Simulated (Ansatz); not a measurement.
# Effect of pressure 18 GPa on Ta

The reference is Ta in the bcc (W type) structure (space group Im-3m, No. 229; a = 3.305 Å).

One thing is altered: a hydrostatic pressure of 18 GPa.

Level of theory: Ansatz (a program for electronic structure) r2SCAN, without spin-orbit coupling. k-mesh 20×20×20 (Γ-centred); smearing 0.05 eV (Fermi–Dirac).

```tsv
quantity	base	changed	shift
volume per atom	18.05 Å³	16.72 Å³	-1.33 Å³
density	16.65 g/cm³	17.97 g/cm³	+1.32 g/cm³
lattice parameter a	3.305 Å	3.222 Å	-0.083 Å
shortest interatomic distance	2.862 Å	2.790 Å	-0.072 Å
enthalpy H = E + PV relative to the base's energy	–	+1.95 eV/atom	–
band gap	zero	zero	–
```

Load acts through the strain it causes; cell and atoms are relaxed under it. Stability against distortions was not tested. Competing high-pressure phases were not computed. The final runs are not spin-polarised.
